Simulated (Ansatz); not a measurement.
The starting structures come from a database of crystals and need not be the phases stable at ambient conditions.

 Where the default PAW files enter, the runs use the earlier of Ansatz's two default sets.

Consider the following.

```
TiO2
1.0
    3.76694     0.00000     0.00000
    0.00000     6.61621     0.00000
    1.88347    -1.79349     5.88641
Ti O
4 8
Direct
  0.19529   0.71624   0.60942
  0.80471   0.28376   0.39058
  0.90007   0.71040   0.19986
  0.09993   0.28960   0.80014
  0.94165   0.36998   0.11670
  0.05835   0.63002   0.88330
  0.36193   0.70660   0.27614
  0.63807   0.29340   0.72386
  0.86719   0.00471   0.26562
  0.13281   0.99529   0.73438
  0.26349   0.34750   0.47302
  0.73651   0.65250   0.52698
```

Space group of this cell: C2/m. The cell is taken as given; by r2SCAN its mean pressure is -5.6 GPa.

The current runs along the normal of the first two printed vectors. All runs by Ansatz (a program for electronic structure), plane waves and PAW, without spin-orbit coupling; the base is r2SCAN.

```
run                                                      mean pressure (GPa)  gap (eV)  mid-gap κ (1/Å)
-------------------------------------------------------  -------------------  --------  ---------------
base                                                                    -5.6      3.12            0.396
all lengths scaled by 0.98                                               7.7      3.35            0.399
all lengths scaled by 1.02                                             -15.6      2.89            0.392
lda in place of r2scan                                                 -11.7      2.67            0.363
lengths across the current scaled by 0.98, ions clamped                  3.0       [?]              [?]
lengths across the current scaled by 1.02, ions clamped                -12.4       [?]              [?]
lengths along the current scaled by 0.97, ions clamped                   1.0       [?]              [?]
lengths along the current scaled by 1.03, ions clamped                 -10.7      3.05            0.388
pbesol in place of r2scan                                               -6.6      2.72            0.368
```

### Question
Fill in the missing entries.

### Answer

- lengths across the current scaled by 0.98, ions clamped, gap (eV): 3.31
- lengths across the current scaled by 0.98, ions clamped, mid-gap κ (1/Å): 0.394
- lengths across the current scaled by 1.02, ions clamped, gap (eV): 2.92
- lengths across the current scaled by 1.02, ions clamped, mid-gap κ (1/Å): 0.398
- lengths along the current scaled by 0.97, ions clamped, gap (eV): 3.16
- lengths along the current scaled by 0.97, ions clamped, mid-gap κ (1/Å): 0.406
